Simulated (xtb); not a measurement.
xtb 6.7.1, GFN2-xTB: Si(Me)2(OH)(OMe) (CO[Si](C)(C)O), 16 atoms. The geometry is a generated start, not checked to be a minimum at this level.

| Quantity | Value |
|---|---|
| method | GFN2-xTB |
| --acc | 1 (default) |
| --etemp (K) | 300 (default) |
| detailed input (--input) | none: ANC optimiser, Lindh (1995) Hessian, microcycle=20, maxdispl=1.0, hlow=0.01 (default) |
| basis functions | 40 |
| valence electrons | 38 |

```xyz
16

C      2.2076    -0.2483     0.9155
O      0.8851    -0.6733     0.7434
Si    -0.2204    -0.0966    -0.2982
C     -0.8712     1.6263     0.2019
C     -1.5955    -1.3985    -0.2745
O      0.5269     0.0124    -1.7565
H      2.2535     0.8200     1.1411
H      2.6320    -0.8099     1.7508
H      2.7863    -0.4418     0.0111
H     -1.3160     1.6073     1.1920
H     -1.6282     1.9909    -0.4857
H     -0.0698     2.3606     0.2198
H     -2.0524    -1.4771     0.7049
H     -2.3790    -1.1475    -0.9819
H     -1.2116    -2.3781    -0.5378
H      0.0526     0.2536    -2.5457
```

The structure is relaxed from this start with --opt LEVEL for the levels crude, sloppy, loose, lax, normal, tight, vtight, extreme, once each. Up to the end of the extreme run atoms move by at most 0.31 Å along an axis.

Problem. Which level is enough to come within 1 meV of the tightest end point?

Solution. normal: 11 cycles against 27, ending 0.21 meV above.

```json
[
 {"level": "crude", "cycles": "1", "energy above the extreme run (meV)": "7.3", "gradient norm (eV/Å)": "0.12"},
 {"level": "sloppy", "cycles": "1", "energy above the extreme run (meV)": "7.3", "gradient norm (eV/Å)": "0.12"},
 {"level": "loose", "cycles": "1", "energy above the extreme run (meV)": "7.3", "gradient norm (eV/Å)": "0.12"},
 {"level": "lax", "cycles": "1", "energy above the extreme run (meV)": "7.3", "gradient norm (eV/Å)": "0.12"},
 {"level": "normal", "cycles": "11", "energy above the extreme run (meV)": "0.21", "gradient norm (eV/Å)": "0.036"},
 {"level": "tight", "cycles": "14", "energy above the extreme run (meV)": "0.073", "gradient norm (eV/Å)": "0.019"},
 {"level": "vtight", "cycles": "22", "energy above the extreme run (meV)": "under 0.01", "gradient norm (eV/Å)": "0.0043"},
 {"level": "extreme", "cycles": "27", "energy above the extreme run (meV)": "—", "gradient norm (eV/Å)": "0.0020"}
]
```
